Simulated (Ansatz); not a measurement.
Consider ZnS in the wurtzite structure (space group P6_3mc, No. 186).

```yaml
crystal:
  lattice:
    - [3.84528, 0.00000, 0.00000]
    - [-1.92264, 3.33011, 0.00000]
    - [0.00000, 0.00000, 6.30521]
  atoms:
    - { symbol: Zn, position: [0.33333, 0.66667, 0.00023] }
    - { symbol: Zn, position: [0.66667, 0.33333, 0.50023] }
    - { symbol: S, position: [0.33333, 0.66667, 0.37477] }
    - { symbol: S, position: [0.66667, 0.33333, 0.87477] }
```

Cartesian axes are those of the cell as printed.

Level of theory: PBE (Ansatz, an electronic-structure program; PAW; 420 eV plane waves; without spin-orbit coupling).

For the base:

The band gap is 2.08 eV. The shortest interatomic distance is 2.357 Å. The pressure is 0.00 GPa.

Perturbation: tensile biaxial strain of 3.00 % in the plane normal to [001], as in epitaxy on a mismatched substrate; the out-of-plane cell vector and the atoms relax.

Q: What happens to the band gap, out-of-plane strain, shortest interatomic distance and pressure?

A: The band gap shrinks by 0.215 eV (2.08 eV → 1.86 eV); the out-of-plane strain is -1.64 %; the shortest interatomic distance goes up by 0.012 Å (2.357 Å → 2.369 Å); the pressure (mean of the normal stresses, compression positive) goes from zero to -2.61 GPa.

No phonon test of stability was made.
